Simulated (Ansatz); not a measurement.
**Short convergence ladders for Al2Cu (I4mm, 3 atoms in the cell)**

```yaml
crystal:
  lattice:
    - [-2.02018, 2.02018, 2.83684]
    - [2.02018, -2.02018, 2.83684]
    - [2.02018, 2.02018, -2.83684]
  atoms:
    - { symbol: Al, position: [0.75000, 0.25000, 0.50000] }
    - { symbol: Al, position: [0.25000, 0.75000, 0.50000] }
    - { symbol: Cu, position: [0.50881, 0.50881, 0.00000] }
```

Base method: LDA (PW92), default PAW files made with PBE (plane waves; Ansatz, a quantum-chemistry and plane-wave program).

Base settings: basis.ecutwfc = 420 eV; kpoints.mp_grid.grid = 11 11 11; hamiltonian.xc = lda; hamiltonian.pseudopotentials = {kind: paw} (the program's default PAW files); scf.occupations.method = gaussian; scf.occupations.width = 0.1 eV.

The count of work is k-points × plane waves × bands × iterations; it is no time. 

**The width of Fermi-Dirac smearing**

In this ladder: kpoints.mp_grid.grid = 18 18 18; scf.occupations.method = fermi_dirac.

Narrow widths need finer meshes than wide ones, so the last steps can hold mesh noise.

Only quantities that move along the ladder and can be compared are tabulated; pressure and forces are left out, as mesh noise rules them at narrow widths.

```csv
scf.occupations.width,free energy less the last step's (meV/atom),energy extrapolated to zero width less the last step's (meV/atom)
1 eV,-540.83,74.15
0.5 eV,-118.10,5.63
0.3 eV,-40.52,0.67
0.2 eV,-17.20,0.13
0.1 eV,-3.42,-0.02
0.05 eV,0.00,0.00
```

Widest scf.occupations.width that holds the energy extrapolated to zero width within 2 meV/atom of the last step, with all finer ones: 0.3 eV; the step before is off by 5.6 meV/atom.

Widest scf.occupations.width that holds the free energy within 5 meV/atom: not settled: the last two steps still differ by 3.4 meV/atom, over half the tolerance, so the ladder does not show it.

The extrapolation to zero width removes most of the smearing's effect on the energy.

**The width of Methfessel-Paxton smearing**

In this ladder: kpoints.mp_grid.grid = 18 18 18; scf.occupations.method = methfessel_paxton.

Narrow widths need finer meshes than wide ones, so the last steps can hold mesh noise.

Only quantities that move along the ladder and can be compared are tabulated; pressure and forces are left out, as mesh noise rules them at narrow widths.

| scf.occupations.width | free energy less the last step's (meV/atom) |
|---|---|
| 1 eV | 1.69 |
| 0.5 eV | 0.07 |
| 0.3 eV | -0.06 |
| 0.2 eV | -0.11 |
| 0.1 eV | -0.04 |
| 0.05 eV | 0.00 |

Widest scf.occupations.width that holds the free energy within 0.5 meV/atom of the last step, with all finer ones: 0.5 eV; the step before is off by 1.7 meV/atom.

**The mesh under tetrahedron occupations**

In this ladder: scf.occupations.method = tetrahedron; scf.occupations.width = default.

Only quantities that move along the ladder and can be compared are tabulated.

```tsv
kpoints.mp_grid.grid	free energy less the last step's (meV/atom)	pressure (GPa)	largest difference of a force vector from the last step's (eV/Å)	count of work / last
5 5 5	-1.36	-1.84	0.008	0.014
6 6 6	-1.28	-1.86	0.003	0.020
7 7 7	-0.90	-1.74	0.003	0.027
9 9 9	-1.24	-1.66	0.007	0.051
11 11 11	0.83	-1.65	0.004	0.086
14 14 14	-0.10	-1.64	0.002	0.17
17 17 17	0.06	-1.64	0.002	0.28
21 21 21	0.04	-1.63	0.001	0.49
27 27 27	0.00	-1.62	0.000	1.0
```

Coarsest kpoints.mp_grid.grid that holds the free energy within 0.5 meV/atom of the last step, with all finer ones: 14 14 14, at 0.17 of the last step's count of work; the step before is off by 0.83 meV/atom.

Coarsest kpoints.mp_grid.grid that holds the pressure within 0.2 GPa of the last step, with all finer ones: 7 7 7, at 0.027 of the last step's count of work; the step before is off by 0.23 GPa.

Two neighbours can agree and both be off: 5 5 5 and 6 6 6 differ by 0.02 GPa in the pressure, yet lie about 0.23 GPa from the last step.

On the base run: the starting cell comes from a database of computed structures (which also holds hypothetical and non-ambient phases and stackings), without a prior relaxation at this level. Its lattice was rescaled by up to half a per cent. One atom was moved a little off its site on purpose. Spin polarisation is off. Ansatz's pressure includes its estimate of the finite-basis (Pulay) stress.

Left out of this page: 4 runs of the series outside the window shown, repeating another row's setting, or not comparable.

Keys are those of Ansatz 0.2.
